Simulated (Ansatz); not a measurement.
**Ta under a change: isotropic strain +1.00 %**

The reference is Ta in the bcc (W type) structure (space group Im-3m, No. 229; a = 3.254 Å; relaxed with 0.1 eV smearing).

Perturbation: the cell is scaled by 1.0100 in all directions; the atoms relax in the strained cell.

All numbers come from LDA (Ansatz, a program for electronic structure; PAW; 420 eV plane waves; no spin-orbit coupling). k-mesh 28×28×28 (Γ-centred); smearing 0.1 eV (Fermi–Dirac).

- Volume per atom: 17.75 Å³ (base 17.23 Å³)
- Space group: Im-3m (No. 229) (base Im-3m (No. 229))
- Shortest interatomic distance: 2.846 Å (base 2.818 Å)
- Energy relative to the base (free energy F): +10 meV/atom
- Pressure: -6.1 GPa (base 0.0 GPa)
- Band gap: zero (base zero)

Final structure:

```xyz
1
Lattice="-1.6433 1.6433 1.6433 1.6433 -1.6433 1.6433 1.6433 1.6433 -1.6433" Properties=species:S:1:pos:R:3 pbc="T T T"
Ta     0.0000     0.0000     0.0000
```

Stability against distortions was not tested. All final runs are without spin polarisation.
